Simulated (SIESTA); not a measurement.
Worked example: self-consistent single point of MgAu3 (P1, 4 atoms in the cell) in SIESTA.

Method: GGA PBEsol, numerical atomic orbitals DZP, PseudoDojo PBEsol standard norm-conserving potentials (rewritten from UPF to PSML) (SIESTA).

The change in words: atoms moved at random. Reference geometry:
```
CELL_PARAMETERS angstrom
      4.10653     0.00000     0.00000
      0.00000     4.10653     0.00000
      0.00000     0.00000     4.10653
ATOMIC_POSITIONS crystal
  Mg 0.00000 0.00000 0.00000
  Au 0.50000 0.50000 0.00000
  Au 0.00000 0.50000 0.50000
  Au 0.50000 0.00000 0.50000
```

Reference input (self-consistent single point, DFT, GGA PBEsol, numerical atomic orbitals DZP, PseudoDojo PBEsol standard norm-conserving potentials (rewritten from UPF to PSML)): XC.functional = GGA; XC.authors = PBEsol; potentials = PseudoDojo PBEsol standard; PAO.BasisSize = DZP; PAO.EnergyShift = 0.01 Ry; MeshCutoff = 400 Ry; kgrid.MonkhorstPack = 6 6 6; OccupationFunction = FD; ElectronicTemperature = 1160.45 K; MaxSCFIterations = 150; SCF.Mixer.Method = Broyden; SCF.Mixer.Weight = 0.1. This run's input differs from it in these lines:

```diff
@@ -18,6 +18,6 @@
 %block AtomicCoordinatesAndAtomicSpecies
-     0.000000000    0.000000000    0.000000000  1
-     0.500000000    0.500000000    0.000000000  2
-     0.000000000    0.500000000    0.500000000  2
-     0.500000000    0.000000000    0.500000000  2
+    -0.003807000   -0.003957000    0.007029000  1
+     0.510462000    0.498597000   -0.009554000  2
+    -0.001103000    0.509668000    0.507495000  2
+     0.494448000   -0.004308000    0.495030000  2
 %endblock AtomicCoordinatesAndAtomicSpecies
```

The program printed (abridged):

```
        iscf     Eharris(eV)        E_KS(eV)     FreeEng(eV)     dDmax    Ef(eV) dHmax(eV)
   scf:    1   -13586.643242   -13627.139411   -13627.214680  2.088648  0.523565 15.769260
   scf:    2   -13643.775651   -13635.936867   -13636.006235  0.344111 -0.207821 11.372598
   scf:    3   -13648.855564   -13645.072397   -13645.120344  0.465991 -1.571734  2.979792
   scf:    4   -13645.091438   -13645.111003   -13645.155948  0.070452 -1.708438  1.957870
   scf:    5   -13645.178046   -13645.155955   -13645.204180  0.046350 -1.675199  0.153922
   [... 4 lines left out ...]
   scf:   10   -13645.157717   -13645.157721   -13645.206069  0.000117 -1.684756  0.024565
   scf:   11   -13645.157615   -13645.157681   -13645.206120  0.000853 -1.682897  0.001589
   scf:   12   -13645.157672   -13645.157677   -13645.206120  0.000057 -1.683259  0.001038
   scf:   13   -13645.157672   -13645.157674   -13645.206120  0.000034 -1.683539  0.000664
SCF Convergence by DM+H criterion
max |DM_out - DM_in|         :     0.0000335741
max |H_out - H_in|      (eV) :     0.0006644352
SCF cycle converged after 13 iterations

Using DM_out to compute the final energy and forces

siesta: E_KS(eV) =           -13645.1577

siesta: E_KS - E_eggbox =    -13645.1577

siesta: Atomic forces (eV/Ang):
     1    0.132003    0.176323   -0.096496
     2   -0.283077   -0.123925    0.350018
     3    0.138874   -0.338916   -0.250669
     4    0.029030    0.304960   -0.021639
   Tot    0.016830    0.018443   -0.018786
   Max    0.350018
   Res    0.217395    sqrt( Sum f_i^2 / 3N )
   Max    0.350018    constrained

Stress tensor Voigt[x,y,z,yz,xz,xy] (kbar):       49.05       51.67       51.12        0.30        2.01       -1.28
(Free)E + p*V (eV/cell)   -13647.3938
   [... lines left out ...]
siesta: FreeEng =    -13645.206120
siesta: Cell volume =         69.250833 Ang**3
siesta:         -50.61290873        -34.35367432  kBar
   [... lines left out ...]
              0.221   1.635   1.634   1.704   1.775   1.743   0.170   0.171

              0.159   0.097   0.149

mulliken: Qtot =       67.000

Mulliken Atomic Populations:
Atom #   charge [q] valence [e]  Species
     1    -0.055990   10.055990  Mg
     2     0.017596   18.982404  Au
     3     0.019121   18.980879  Au
     4     0.019274   18.980726  Au
 Total     0.000000
```

The run converged in 13 iterations. Against the reference run the free energy goes up by 7.5 meV/atom, the pressure goes from -5.79 to -5.06 GPa and the largest force goes from 0.000 to 0.467 eV/Å.

The starting cell comes from a database of computed structures (which also holds hypothetical and non-ambient phases and stackings), without a prior relaxation at this level. For this run, on top of that: atoms moved at random. Values carry the incompleteness of an atom-centred basis. With a pressure of about -5 GPa the cell is away from its equilibrium volume at this level.
